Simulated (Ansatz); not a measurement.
Output of an Ansatz run (abridged):

```
WARN the atoms were moved onto the symmetric positions of the space group found under crystal.symmetry.tolerance 1.0e-5 (fractional …
WARN ansatz: RAYON_NUM_THREADS=1 ignored (pool sized by the plan → 1); use --threads N
Pseudopotentials: kind: paw
Pseudopotential: Al, paw, valence charge 3
Pseudopotential: Ni, paw, valence charge 18
Crystal: 10 atoms, lattice volume = 310.526 Å³
Basis set: ecut = 420 eV, 6111 PW (Γ)
Bands: 55, of which v1, the nominal top of the filled ones, is band 45 counted from 1 (44 counted from 0)
Symmetry: 12 space group operations
Space group: P-3m1 (ITA 164), of the structure as read, at distance tolerance 6.8e-5 Å
k-points: 12 of 81
PAW frozen core: Al, regenerated for the run's functional, and the local potential with it
PAW frozen core: Ni, regenerated for the run's functional, and the local potential with it
Initial density: superposition of atomic densities (neutral atoms: chi_scale 0, normalization atom), corrected by the library's trained network
Initial wavefunctions: pseudopotential atomic-orbital guess
Eigensolver: davidson
Functional: x = slater, c = lda
SCF iter   1: F=—  HF=-26173.951316 eV  |F-HF|=—  |Δ(HF+E_count)|=         —  Δρ=1.17e-2  dr2=2.42e-1  ethr=1.77e-3  ⟨swp⟩=10.4  Hψ=3362  notcnv=0  defer=4
all-band conjugate gradients solve this SCF's bands
preconditioner: auto → LDOS
SCF iter   2: F=—  HF=-26174.082910 eV  |F-HF|=—  |Δ(HF+E_count)|=   1.32e-1  Δρ=2.60e-2  dr2=1.30e0  ethr=2.69e-4  ⟨swp⟩=3.0  Hψ=1450  notcnv=0  defer=14  recentre
SCF iter   3: F=—  HF=-26173.924476 eV  |F-HF|=—  |Δ(HF+E_count)|=   1.58e-1  Δρ=5.33e-3  dr2=4.90e-2  ethr=2.69e-4  ⟨swp⟩=2.5  Hψ=1281  notcnv=0  defer=14
SCF iter   4: F=—  HF=-26173.919351 eV  |F-HF|=—  |Δ(HF+E_count)|=   5.12e-3  Δρ=1.84e-3  dr2=7.54e-3  ethr=5.44e-5  ⟨swp⟩=2.0  Hψ=1160  notcnv=0  defer=15
SCF iter   5: F=—  HF=-26173.918699 eV  |F-HF|=—  |Δ(HF+E_count)|=   6.52e-4  Δρ=2.94e-4  dr2=2.20e-4  ethr=8.38e-6  ⟨swp⟩=2.2  Hψ=933  notcnv=0  defer=15
SCF iter   6: F=—  HF=-26173.918823 eV  |F-HF|=—  |Δ(HF+E_count)|=   1.24e-4  Δρ=2.52e-4  dr2=1.48e-4  ethr=2.44e-7  ⟨swp⟩=2.0  Hψ=1006  notcnv=0  defer=15
SCF iter   7: F=—  HF=-26173.918837 eV  |F-HF|=—  |Δ(HF+E_count)|=   1.42e-5  Δρ=2.99e-5  dr2=2.02e-6  ethr=1.64e-7  ⟨swp⟩=2.1  Hψ=787  notcnv=0  defer=15
SCF iter   8: F=—  HF=-26173.918867 eV  |F-HF|=—  |Δ(HF+E_count)|=   2.96e-5  Δρ=4.14e-5  dr2=3.37e-6  ethr=2.24e-9  ⟨swp⟩=2.7  Hψ=1305  notcnv=0  defer=15
SCF iter   9: F=-26173.918867 eV  HF=-26173.918867 eV  |F-HF|=4.80e-8  |Δ(HF+E_count)|=   3.05e-7  Δρ=6.05e-6  dr2=6.85e-8  ethr=1.11e-10  ⟨swp⟩=15.3  Hψ=3730  notcnv=0
SCF 1 converged in 9 iterations: F = -26173.918867 eV  dr2 = 6.85e-8
SCF converged after 9 iterations
Free energy (F): -26173.918867 eV
Harris-Foulkes:  -26173.918867 eV  (|F-HF|=4.80e-8)
Internal energy: -26173.812722 eV  (E = F + TS)
E sigma→0 (E₀):  -26173.865795 eV
Entropy (-TS):   -0.106144 eV (-10.614 meV/atom)
Fermi energy:    2.541881 eV
--- Per-component energies (eV) ---
  E_band       = -2293.115589
  E_kinetic    = 1282.516623
  E_local      = -88893.098931  (includes V_loc(G=0)·N_el)
  E_nonlocal   = 2618.823550
  E_hartree    = 42725.485151
  E_xc         = -576.215979
  E_vxc        = -616.228757  (∫ρ·V_xc dr)
  E_paw        = -8916.979374  (= ΣΔE_a)
  E_vpaw       = -2136.069253  (= ΣTr[D̂ρ^β])
  E_aug_tail   = 0.001774  (compensation charges beyond the density's cutoff)
  E_ewald      = 25583.583683
  E_core_change = 2.070781  (= ΣΔE_core)
  E_smearing   = -0.106144  (= −TS)
  E_closure    = -0.000000  (closes the sum)
  Σ components = -26173.918867   (vs F -26173.918867, Δ=0.00e0)
--- Forces (eV/Å), atoms counted from 1 ---
  atom   1  Al     0.00000000     0.00000000    -0.20213159
  atom   2  Al    -0.00000000    -0.00000000     0.87084010
  atom   3  Al    -0.00000000     0.00000000    -0.24205738
  atom   4  Ni    -0.00000000     0.00000000     0.18687804
  atom   5  Ni     0.00000000     0.00000000    -0.08778056
  atom   6  Al    -0.00000000    -0.00000000     0.20213159
  atom   7  Al     0.00000000    -0.00000000     0.24205738
  atom   8  Al     0.00000000    -0.00000000    -0.87084010
  atom   9  Ni     0.00000000    -0.00000000     0.08778056
  atom  10  Ni     0.00000000    -0.00000000    -0.18687804
  max |Σ_I F_I| component: 2.78e-17 eV/Å
--- Stress (GPa, compression-positive) ---
       -3.985359      -0.000000      -0.000000
        0.000000      -3.985359       0.000000
       -0.000000       0.000000      -3.102374
  P = ⅓ Tr σ = -3.6910 GPa (-36.910 kbar)
  The stress holds the Pulay correction. Without it, at fixed plane waves, as pw.x and ABINIT print it: P = -3.7259 GPa
--- Band table (eV; the first three rows and the last of 12) ---
  k-point 0: bands = ["-100.0463", "-100.0463", "-99.9882", "-99.9882", "-60.9047", "-60.9046", "-60.8734", "-60.8734", "-60.8734", "-60.8734", "-60.8226", "-60.8226", "-60.8226", "-60.8226", "-60.8134", "-60.8134", "-7.7250", "-7.0371", "-5.0047", [...]
  k-point 1: bands = ["-100.0463", "-100.0463", "-99.9882", "-99.9882", "-60.9048", "-60.9047", "-60.8735", "-60.8735", "-60.8735", "-60.8735", "-60.8227", "-60.8227", "-60.8225", "-60.8225", "-60.8132", "-60.8132", "-7.5712", "-6.8825", "-4.8689", [...]
  k-point 2: bands = ["-100.0462", "-100.0462", "-99.9882", "-99.9882", "-60.9051", "-60.9050", "-60.8738", "-60.8738", "-60.8737", "-60.8737", "-60.8229", "-60.8229", "-60.8223", "-60.8223", "-60.8127", "-60.8127", "-7.1139", "-6.4237", "-4.4697", [...]
  k-point 11: bands = ["-100.0462", "-100.0462", "-99.9883", "-99.9883", "-60.9057", "-60.9057", "-60.8750", "-60.8750", "-60.8737", "-60.8737", "-60.8234", "-60.8234", "-60.8215", "-60.8215", "-60.8116", "-60.8116", "-4.0060", "-4.0060", "-3.6644", [...]
```

The structure:

```xyz
10
Lattice="4.0062 0.0000 0.0000 -2.0031 3.4695 0.0000 0.0000 0.0000 22.3412" Properties=species:S:1:pos:R:3 pbc="T T T"
Al     0.0000     0.0000     8.7229
Al     0.0000     2.3130     7.0000
Al     2.0031     1.1565    10.4457
Ni     0.0000     2.3130     9.4404
Ni     2.0031     1.1565     8.0053
Al     0.0000     0.0000    13.6184
Al     0.0000     2.3130    11.8955
Al     2.0031     1.1565    15.3412
Ni     0.0000     2.3130    14.3359
Ni     2.0031     1.1565    12.9008
```

### Question
Reconstruct the input of this run.

### Answer
Other spellings and defaults could give the same log, and not every line can be read from it. The input that was run (DFT, LDA (PW92), plane waves, default PAW files made with PBE):

Ansatz 0.2 input:
```yaml
crystal:
  lattice:
    - [4.00618300, 0.00000000, 0.00000000]
    - [-2.00309100, 3.46945600, 0.00000000]
    - [0.00000000, 0.00000000, 22.34119400]
  atoms:
    - { symbol: Al, position_ang: [0.00000000, 0.00000000, 8.72289579] }
    - { symbol: Al, position_ang: [-0.00000167, 2.31297182, 7.00000993] }
    - { symbol: Al, position_ang: [2.00309367, 1.15648418, 10.44569228] }
    - { symbol: Ni, position_ang: [-0.00000167, 2.31297182, 9.44040557] }
    - { symbol: Ni, position_ang: [2.00309367, 1.15648418, 8.00529663] }
    - { symbol: Al, position_ang: [0.00000000, 0.00000000, 13.61838758] }
    - { symbol: Al, position_ang: [-0.00000167, 2.31297182, 11.89550172] }
    - { symbol: Al, position_ang: [2.00309367, 1.15648418, 15.34118407] }
    - { symbol: Ni, position_ang: [-0.00000167, 2.31297182, 14.33589737] }
    - { symbol: Ni, position_ang: [2.00309367, 1.15648418, 12.90078843] }
basis:
  ecutwfc: 420.0
kpoints:
  mp_grid:
    grid: [9, 9, 1]
hamiltonian:
  xc: lda
  pseudopotentials:
    kind: paw
scf:
  occupations:
    method: fermi_dirac
    width: 0.1
output:
  forces: true
  eigenvalues: true
  stress: true
```

The starting cell comes from a database of computed structures (which also holds hypothetical and non-ambient phases and stackings), without a prior relaxation at this level. The slab is cut from that crystal, and its faces are unrelaxed. Its lattice was rescaled by up to half a per cent. Spin polarisation is off.

Ansatz is a first-principles code.
